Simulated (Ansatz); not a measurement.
ScGa3 (Pm-3m), Ansatz (a program for electronic structure) with PBEsol, DFPT electron-phonon coupling, linearised Boltzmann equation: phonon-limited resistivity 11.9 μΩ·cm at 300 K, Drude plasma energy 7.10 eV.

Question: What Drude relaxation time do resistivity and plasma energy imply?

Answer: ω_p = 1.08e16 s⁻¹, so τ = 1/(ε₀ ω_p² ρ) = 8.16 fs, a damping ħ/τ of 80.7 meV.

Question: What is the classical skin depth at 10 GHz (nonmagnetic, μ₀ = 1.257×10⁻⁶ H/m)?

Answer: δ = √(ρ/(π f μ₀)) = 1740 nm.

A metal at this level (no band gap). Only scattering by harmonic phonons is included (no impurities, grain boundaries, electron-electron scattering or thermal expansion). Spin-orbit coupling is left out. The squared frequency of the phonon mode least converged on the k mesh is uncertain by about 10 %. Halving the electron mesh (20x20x20) moves the resistivity by up to 9 % at 300 K. Smearing 0.20 eV; phonons on a 4x4x4 q mesh, which this run doesn't test.

Formula and space group known from diffraction (Crystallography Open Database), not checked to be the room-temperature form: ScGa3 (Pm-3m).
